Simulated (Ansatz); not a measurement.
## ZnS under a change: pressure 30 GPa

Consider ZnS in the wurtzite structure (space group P6_3mc, No. 186; a = 3.8453 Å, c = 6.3052 Å).

One thing is altered: cell and atoms relaxed at a pressure of 30 GPa.

The values are results of PBE, PAW, 420 eV (Ansatz, a first-principles code; no spin-orbit coupling), not measurements. Settings: 10×10×5 k-points, 0.05 eV Fermi–Dirac smearing.

| quantity | base | changed | shift |
|---|---|---|---|
| volume per atom | 20.18 Å³ | 15.71 Å³ | -4.47 Å³ |
| density | 4.01 g/cm³ | 5.15 g/cm³ | +1.14 g/cm³ |
| c/a ratio | 1.640 | 1.670 | +0.0307 |
| shortest interatomic distance | 235.7 pm | 216.4 pm | -19.25 pm |
| band gap | 2.08 eV | 3.10 eV | +1.02 eV |
| gap character | direct at Γ | indirect, Γ → L–M (33 % along) | – |
| smallest direct gap | 2.08 eV | 3.15 eV | +1.07 eV |
| width of the top valence band | 2.03 eV | 3.00 eV | +0.965 eV |
| valence-band top at Γ (three highest levels, from the VBM) | 0.00, 0.00, -0.07 eV | 0.00, 0.00, -0.25 eV | – |

Final structure:

```
CELL_PARAMETERS angstrom
      3.51550     0.00000     0.00000
     -1.75775     3.04451     0.00000
      0.00000     0.00000     5.87222
ATOMIC_POSITIONS crystal
  Zn 0.33333 0.66667 0.00322
  Zn 0.66667 0.33333 0.50322
  S  0.33333 0.66667 0.37178
  S  0.66667 0.33333 0.87178
```

Cost of the whole job for the changed cell (relaxation, final SCF and bands): roughly 50 core-seconds.

Load acts through the strain it causes; cell and atoms are relaxed under it. Whether these cells are dynamically stable was not tested. Tetrahedral semiconductors of this kind turn to denser phases somewhere between about 1 and 50 GPa; those were not computed, so compressed cells here can lie past the real transition.
